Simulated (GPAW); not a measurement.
# GPAW run on CsSiI₃ (R3m, 5 atoms in the cell): self-consistent single point

Computed with LDA (Perdew-Wang 92), GPAW PAW datasets LDA (gpaw-data 1.0.1) (plane waves; GPAW).

Input as run:

```python
from ase import Atoms
from ase.units import GPa
from gpaw import GPAW, PW, FermiDirac

atoms = Atoms(['Cs', 'Si', 'I', 'I', 'I'],
              cell=[[4.242305, 2.449296, 3.691170],
                    [-4.242305, 2.449296, 3.691170],
                    [0.000000, -4.898592, 3.691170]],
              scaled_positions=[[0.001010, 0.001010, 0.001010],
                                [0.462660, 0.462660, 0.462660],
                                [0.501875, 0.501875, 0.029390],
                                [0.029390, 0.501875, 0.501875],
                                [0.501875, 0.029390, 0.501875]],
              pbc=True)

calc = GPAW(mode=PW(600),
            xc='LDA',
            kpts={'size': (4, 4, 4), 'gamma': True},
            occupations=FermiDirac(0.05),
            nbands=-4,
            convergence={'forces': 0.001, 'bands': -2},
            symmetry={'symmorphic': False, 'tolerance': 0.0005},
            maxiter=150,
            txt='-')

atoms.calc = calc

energy = atoms.get_potential_energy()
print('Energy (eV):', round(energy, 6))
forces = atoms.get_forces()
print('Forces (eV/Ang):')
print(forces.round(5))
stress = atoms.get_stress()
print('Stress (GPa, Voigt):', (stress / GPa).round(4))
```

Log, with long lists cut:

```
Input parameters:
  convergence: {bands: -2,
                forces: 0.001}
  kpts: {gamma: True,
         size: (4, 4, 4)}
  maxiter: 150
  mode: {ecut: 600.0,
         name: pw}
  nbands: -4
  occupations: {fixmagmom: False,
                name: fermi-dirac,
                width: 0.05}
  symmetry: {symmorphic: False,
             tolerance: 0.0005}

species:
  Cs:
    name: Caesium
    Z: 55.0
    valence: 9
    core: 46
    charge: 0.0
    file: Cs.LDA.gz

    # Using partial waves for Cs as LCAO basis

  Si:
    name: Silicon
    Z: 14.0
    valence: 4
    core: 10
    charge: 0.0
    file: Si.LDA.gz

    # Using partial waves for Si as LCAO basis

  I:
    name: Iodine
    Z: 53.0
    valence: 7
    core: 46
    charge: 0.0
    file: I.LDA.gz

    # Using partial waves for I as LCAO basis

Reference energy: -799643.434135  # eV

Spin-paired calculation

Convergence criteria:
 Maximum [total energy] change in last 3 cyles: 0.0005 eV / valence electron
 Maximum integral of absolute [dens]ity change: 0.0001 electrons / valence electron
 Maximum integral of absolute [eigenst]ate change: 4e-08 eV^2 / valence electron
 Maximum change in the atomic [forces] across last 2 cycles: 0.001 eV/Ang OR
Maximum error relative to the maximum force is below inf
 Maximum number of scf [iter]ations: 150

Symmetries present (total): 6
Symmetries with fractional translations: 0
64 k-points: 4 x 4 x 4 Monkhorst-Pack grid + [1/8,1/8,1/8]
13 k-points in the irreducible part of the Brillouin zone
       k-points in crystal coordinates                weights
   0:     0.00000000    0.00000000    0.00000000          1/64
   1:     0.25000000    0.00000000   -0.25000000          6/64
   2:     0.25000000    0.00000000    0.00000000          6/64
   [... 7 lines left out ...]
          ...
  12:     0.50000000    0.50000000    0.50000000          1/64

Wave functions: Plane wave expansion
  Cutoff energy: 600.000 eV
  Number of coefficients (min, max): 7635, 7706
  Pulay-stress correction: 0.000000 eV/Ang^3 (de/decut=0.000000)

Occupation numbers: Fermi-Dirac:
  width: 0.0500  # eV

Eigensolver

Densities:
  Coarse grid: 35*35*35 grid
  Fine grid: 70*70*70 grid
  Total Charge: 0.000000

Density mixing:
  Method: separate
  Backend: pulay
  Linear mixing parameter: 0.05
  old densities: 5
  Damping of long wavelength oscillations: 50

Hamiltonian:
  XC and Coulomb potentials evaluated on a 70*70*70 grid
  External potential:
    NoExternalPotential

Number of atoms: 5
Number of atomic orbitals: 21
Number of bands in calculation: 21
Number of valence electrons: 34
Bands to converge: 19

Density initialized from atomic densities
  21 bands from LCAO basis set

Atomic positions and initial magnetic moments

Positions:
   0 Cs     0.000000   -0.000000    0.011184    ( 0.0000,  0.0000,  0.0000)
   1 Si    -0.000000    0.000000    5.123270    ( 0.0000,  0.0000,  0.0000)
   2 I     -0.000000    2.314511    3.813495    ( 0.0000,  0.0000,  0.0000)
   3 I     -2.004425   -1.157256    3.813495    ( 0.0000,  0.0000,  0.0000)
   4 I      2.004425   -1.157256    3.813495    ( 0.0000,  0.0000,  0.0000)

Unit cell:
           periodic     x           y           z      points  spacing
  1. axis:    yes    4.242305    2.449296    3.691170    35     0.1749
  2. axis:    yes   -4.242305    2.449296    3.691170    35     0.1749
  3. axis:    yes    0.000000   -4.898592    3.691170    35     0.1749

  Lengths:   6.133591   6.133591   6.133591
  Angles:   87.521903  87.521903  87.521901

Effective grid spacing dv^(1/3) = 0.1751

     iter     time        total  log10-change:
                         energy   eigst   dens  force
iter:   1 --:--:--   -16.399874   -0.39
iter:   2 --:--:--   -16.390361   -1.58  -1.28
iter:   3 --:--:--   -16.283005   -1.97  -1.32
iter:   4 --:--:--   -16.256183   -2.17  -1.50
iter:   5 --:--:--   -16.242392   -2.58  -1.79
iter:   6 --:--:--   -16.241902c  -3.15  -2.24
iter:   7 --:--:--   -16.240040c  -3.42  -2.32
iter:   8 --:--:--   -16.239683c  -3.80  -2.70
iter:   9 --:--:--   -16.239665c  -4.15  -2.98
iter:  10 --:--:--   -16.239694c  -4.34  -3.00
iter:  11 --:--:--   -16.239638c  -4.52  -3.02
   [... 4 lines left out ...]
iter:  16 --:--:--   -16.239618c  -5.66  -3.48
iter:  17 --:--:--   -16.239618c  -5.80  -3.69
iter:  18 --:--:--   -16.239617c  -5.91  -3.79
iter:  19 --:--:--   -16.239616c  -6.06  -3.83
iter:  20 --:--:--   -16.239616c  -6.28  -4.00
iter:  21 --:--:--   -16.239616c  -6.39  -4.10c
iter:  22 --:--:--   -16.239615c  -6.66  -4.13c
iter:  23 --:--:--   -16.239615c  -6.83  -4.19c
iter:  24 --:--:--   -16.239615c  -7.00  -4.25c
iter:  25 --:--:--   -16.239615c  -7.12  -4.33c
iter:  26 --:--:--   -16.239615c  -7.22  -4.39c
iter:  27 --:--:--   -16.239615c  -7.49c -4.71c
iter:  28 --:--:--   -16.239615c  -7.58c -4.72c -2.94
iter:  29 --:--:--   -16.239615c  -7.82c -4.84c -2.83
iter:  30 --:--:--   -16.239615c  -7.93c -5.19c -4.01c

Converged after 30 iterations.

Dipole moment: (-0.000000, 0.000001, -16.714415) |e|*Ang

Energy contributions relative to reference atoms: (reference = -799643.434135)

Kinetic:        +13.019852
Potential:      -14.432549
External:        +0.000000
XC:             -14.767138
Entropy (-ST):   -0.000015
Local:           -0.059772
SIC:             +0.000000
--------------------------
Free energy:    -16.239623
Extrapolated:   -16.239615

Showing only first 2 kpts
 Kpt  Band  Eigenvalues  Occupancy
  0    15      0.83158    2.00000
  0    16      0.94609    2.00000
  0    17      4.91013    0.00000
  0    18      5.56269    0.00000

  1    15      0.76848    2.00000
  1    16      1.31851    2.00000
  1    17      5.26731    0.00000
  1    18      5.68989    0.00000

Fermi level: 3.15990

Gap: 0.749 eV
Transition (v -> c):
  (s=0, k=12, n=16, [0.50, 0.50, 0.50]) -> (s=0, k=12, n=17, [0.50, 0.50, 0.50])
No difference between direct/indirect transitions
Energy (eV): -16.239615

Forces in eV/Ang:
  0 Cs    0.00000    0.00000    0.00054
  1 Si   -0.00000    0.00000    0.06728
  2 I    -0.00000    0.03235   -0.02242
  3 I    -0.02802   -0.01617   -0.02242
  4 I     0.02802   -0.01617   -0.02242

Stress tensor:
     0.010698    -0.000000     0.000000
    -0.000000     0.010698     0.000000
     0.000000     0.000000     0.010406
Stress (GPa, Voigt): [ 1.7139  1.7139  1.6672  0.      0.     -0.    ]
```

The run converged in 30 iterations. GPAW prints stress with tension positive.

The starting cell comes from a database of computed structures (which also holds hypothetical and non-ambient phases and stackings), without a prior relaxation at this level. Spin-orbit coupling is off.

Cost on one core of a shared machine: roughly 30 s.
